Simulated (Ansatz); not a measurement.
# H on the 1x1 (0001) surface of hcp Sc, one in a 2x2 cell, started at the site 'hollow Sc-Sc-Sc over Sc at depth 2.5 Å'

All values below come from PBE (plane waves to 420 eV, PAW; Ansatz, a first-principles code).

Model: 17-atom slab, 7.6 Å thick at the start under the adsorbate (thin: gaps and levels are the slab's own), 5x5x1 mesh, Fermi-Dirac 0.1 eV, dipole correction, 8 atoms held, the rest relaxed; start symmetry kept, larger cells not searched; no spin, no spin-orbit, no U, no dispersion correction. At the end it is bonded to 3 Sc. In PBE this state lies 0.07 eV over the lowest of the starts that converged ('bridge Sc-Sc (span 3.3 Å)').

```yaml
adsorption energy against ½ H2(g): -1.02 eV
work_function_of_the_top_face: 3.46 eV
change_of_the_work_function: -0.11 eV
change_of_the_step_from_the_bottom_to_the_top_vacuum_level_against_the_clean_slab: -0.12 eV
energy_released_by_relaxation: 0.11 eV
height of the binding atom over the mean of the host atoms within 0.3 Å of the top one: 1.069 Å
nearest_host_atoms_of_the_binding_atom: Sc at 2.10 Å, Sc at 2.10 Å, Sc at 2.10 Å
largest_move_of_a_host_atom: 0.10 Å
cost: roughly 4 core-minutes
```

A negative adsorption energy means that the adsorbate is more stable on the surface than in its reference.
